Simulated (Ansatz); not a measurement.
Consider BeSe in the zinc blende structure (space group F-43m, No. 216; a = 5.0816 Å). Axes: x, y, z lie along the cube axes.

Calculations: LDA (Ansatz, a quantum-chemistry and plane-wave program), without spin-orbit coupling.

Base values:

| Quantity | Result |
|---|---|
| Electron mass | 0.83 mₑ along k, 0.26 mₑ across (at X) |
| Band gap | 2.40 eV |
| Valence-band top at Γ | 0.00, 0.00, 0.00 eV |
| Smallest direct gap | 4.43 eV |

The change: uniaxial strain ε_zz = −1.00 %, all other strain components held at zero, atoms relaxed at fixed cell.

How does this affect the electron mass?

The electron mass becomes 0.82 mₑ along k, 0.26 mₑ across (at X) (base: 0.83 mₑ along k, 0.26 mₑ across (at X)).

Predict the new energy relative to the base.

The energy increases by 0.7 meV/atom.

How does this affect the band gap?

The band gap shrinks by 0.11 eV to 2.29 eV.

What happens to the valence-band top at Γ?

The valence-band top at Γ (three highest levels, from the VBM) changes from 0.00, 0.00, 0.00 eV to 0.00, -0.06, -0.06 eV.

Predict the new smallest direct gap.

The smallest direct gap increases by 0.04 eV (4.43 eV → 4.47 eV).

Masses are band curvatures over ±0.01 Å⁻¹ around the edge. Along k means along the line from Γ to the band edge. Gaps are read on the SCF mesh and a high-symmetry path. Stability against distortions was not tested.
